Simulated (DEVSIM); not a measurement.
Device: abrupt Si p-n junction, at 300 K.

| layer (left to right) | material | thickness (μm) | Nd (cm⁻³) | Na (cm⁻³) | τn (s) | τp (s) |
|---|---|---|---|---|---|---|
| 1 | Si | 73.0 | - | 8.4e18 | 1.8e-7 | 1.8e-7 |
| 2 | Si | 6.50 | 3.9e16 | - | 1.8e-7 | 1.8e-7 |

Left contact: ohmic. Right contact: ohmic. Voltage is applied to the left contact. Recombination: SRH at mid-gap, radiative. Mobility is μmin + (μ − μmin)/(1 + (N/Nref)^α).

This is a model device: material constants are rounded textbook-type values typed into the input, and sizes, dopings and lifetimes were drawn at random. Values at 300 K.

| parameter | Si |
|---|---|
| gap (eV) | 1.124 |
| affinity (eV) | 4.05 |
| permittivity | 11.7 |
| Nc (cm⁻³) | 2.86e19 |
| Nv (cm⁻³) | 3.1e19 |
| μn (cm²/Vs) | 1417 |
| μp (cm²/Vs) | 470 |
| μn,min | 52 |
| μp,min | 45 |
| Nref,n | 9.7e16 |
| Nref,p | 2.2e17 |
| αn | 0.68 |
| αp | 0.72 |
| B (cm³/s) | 4.7e-15 |

Simulated with DEVSIM: 1D drift-diffusion, Boltzmann statistics, complete ionisation; no tunnelling, impact ionisation, image-force lowering or self-heating.

Tabulate band edges, carrier densities and field at -2.0 V on the left contact.

Energies count from the Fermi level of the right contact; mesh points crowd at the junctions.

| x (μm) | Ec (eV) | Ev (eV) | n (cm⁻³) | p (cm⁻³) | field (V/cm) |
|---|---|---|---|---|---|
| 0.000 | 3.090 | 1.966 | < 1e2 | 8.4e18 | ≈ 0 |
| 0.04535 | 3.090 | 1.966 | < 1e2 | 8.4e18 | ≈ 0 |
| 0.1847 | 3.090 | 1.966 | < 1e2 | 8.4e18 | ≈ 0 |
| 0.5787 | 3.090 | 1.966 | < 1e2 | 8.4e18 | ≈ 0 |
| 2.489 | 3.090 | 1.966 | < 1e2 | 8.4e18 | ≈ 0 |
| 7.235 | 3.090 | 1.966 | < 1e2 | 8.4e18 | ≈ 0 |
| 20.94 | 3.090 | 1.966 | < 1e2 | 8.4e18 | ≈ 0 |
| 57.52 | 3.090 | 1.966 | < 1e2 | 8.4e18 | ≈ 0 |
| 67.87 | 3.090 | 1.966 | < 1e2 | 8.4e18 | ≈ 0 |
| 71.24 | 3.090 | 1.966 | < 1e2 | 8.4e18 | ≈ 0 |
| 72.41 | 3.090 | 1.966 | < 1e2 | 8.4e18 | ≈ 0 |
| 72.88 | 3.090 | 1.966 | < 1e2 | 8.4e18 | ≈ 0 |
| 72.97 | 3.090 | 1.966 | < 1e2 | 8.4e18 | ≈ 0 |
| 73.01 | 2.872 | 1.748 | < 1e2 | 1.8e15 | -180000 |
| 73.11 | 1.322 | 0.198 | 2500 | 6000 | -120000 |
| 73.37 | 0.171 | -0.953 | 3.8e16 | < 1e2 | -400 |
| 74.11 | 0.171 | -0.953 | 3.9e16 | 410 | ≈ 0 |
| 76.23 | 0.171 | -0.953 | 3.9e16 | 1400 | ≈ 0 |
| 78.70 | 0.171 | -0.953 | 3.9e16 | 2600 | ≈ 0 |
| 79.25 | 0.171 | -0.953 | 3.9e16 | 2900 | ≈ 0 |
| 79.43 | 0.171 | -0.953 | 3.9e16 | 2900 | ≈ 0 |
| 79.50 | 0.171 | -0.953 | 3.9e16 | 3000 | ≈ 0 |
